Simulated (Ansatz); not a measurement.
Results of r²SCAN-D4 (Ansatz, a first-principles code, plane waves, PAW) for TiO2 (Pnma, No. 62, 12 atoms in the cell; start mp-9173; a measured phase of this formula has another space group).

Settings: plane-wave cutoff 500 eV, 4×14×8 k mesh (along the axes of the cell as run), gaussian smearing 0.02 eV, no spin polarisation, scalar-relativistic PAW data made under PBE.

Cell (relaxed at this level):

```cif
data_O8Ti4
_chemical_formula_sum 'Ti4 O8'
_space_group_name_H-M_alt 'Pnma'
_space_group_IT_number 62
_space_group_name_Hall '-P 2ac 2n'
_cell_length_a 9.34437
_cell_length_b 2.95423
_cell_length_c 4.85706
_cell_angle_alpha 90.000
_cell_angle_beta 90.000
_cell_angle_gamma 90.000
loop_
_atom_site_label
_atom_site_type_symbol
_atom_site_symmetry_multiplicity
_atom_site_Wyckoff_symbol
_atom_site_fract_x
_atom_site_fract_y
_atom_site_fract_z
_atom_site_occupancy
Ti1 Ti 4 c 0.13573 0.25000 0.90517 1
O1 O 4 c 0.47650 0.25000 0.28928 1
O2 O 4 c 0.23706 0.75000 0.11042 1
```

What does this level give for the band gap?


* **band gap**: 2.99 eV (on the SCF k mesh)

Note: the relaxation could not lower the start's symmetry, so the cell can be a saddle point above a distorted one.

The result took roughly 17 core-minutes.

A start named mp-… is a Materials Project structure, which need not be a measured phase.
